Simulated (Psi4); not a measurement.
Psi4 1.11, BP86/def2-tzvp: Ag(Br)(OH2) ([OH2]->[Ag][Br]), 5 atoms. The geometry is a generated start, not checked to be a minimum at this level.

| Item | Value |
|---|---|
| task | energy |
| method | bp86 |
| basis | def2-tzvp |
| memory | 3 GB |
| maxiter | 100 |
| keys of the molecule block | symmetry c1 |
| scf_type | df (default) |
| diis_max_vecs | 10 (default) |
| e_convergence | 1e-06 (default) |
| d_convergence | 1e-06 (default) |
| dft_radial_points | 75 (default) |
| dft_spherical_points | 302 (default) |
| effective core potentials | those of the basis set, past Kr |
| basis functions | 131 |
| grid points | 108527 |

```xyz
5

Ag    -0.1187     0.9723    -0.6086
Br    -0.2911     2.9559    -1.8591
O      0.0354    -1.0053     0.6271
H      0.1335    -1.0568     1.5793
H      0.2410    -1.8661     0.2613
```

Charge 0 and multiplicity 1 are set for this test and not shown to be the ground state.

With the defaults (diis = true, scf_initial_accelerator = adiis, damping_percentage = 0, soscf = false, soscf_start_convergence = 0.01, guess = auto, which took SAD, level_shift = 0, level_shift_cutoff = 0.01) it converges in 11 SCF iterations. One run each on 2 threads, with these changes:
- scf_initial_accelerator = ediis
- damping_percentage = 20
- soscf = true
- guess = sadno
- level_shift = 0.1, level_shift_cutoff = 0.001
- guess = sap
- diis = false, scf_initial_accelerator = none, damping_percentage = 60
- soscf = true, soscf_start_convergence = 0.1
- guess = huckel

Problem. Name the settings that don't reach the solution of the defaults.

Solution. No convergence: diis = false, scf_initial_accelerator = none, damping_percentage = 60 (the run ends without SCF convergence in 100 iterations). The rest reach the solution of the defaults.

```json
[
 {"setting": "soscf = true", "SCF iterations": "8", "JK calls": "29", "end": "same solution"},
 {"setting": "level_shift = 0.1, level_shift_cutoff = 0.001", "SCF iterations": "10", "JK calls": "11", "end": "same solution"},
 {"setting": "the defaults", "SCF iterations": "11", "JK calls": "12", "end": "same solution"},
 {"setting": "scf_initial_accelerator = ediis", "SCF iterations": "11", "JK calls": "12", "end": "same solution"},
 {"setting": "guess = huckel", "SCF iterations": "11", "JK calls": "37", "end": "same solution"},
 {"setting": "guess = sadno", "SCF iterations": "12", "JK calls": "12", "end": "same solution"},
 {"setting": "guess = sap", "SCF iterations": "16", "JK calls": "16", "end": "same solution"},
 {"setting": "soscf = true, soscf_start_convergence = 0.1", "SCF iterations": "19", "JK calls": "90", "end": "same solution"},
 {"setting": "damping_percentage = 20", "SCF iterations": "21", "JK calls": "22", "end": "same solution"},
 {"setting": "diis = false, scf_initial_accelerator = none, damping_percentage = 60", "SCF iterations": "100", "JK calls": "101", "end": "no convergence"}
]
```

An SOSCF iteration holds several JK calls; a Hückel guess adds calls on atoms.
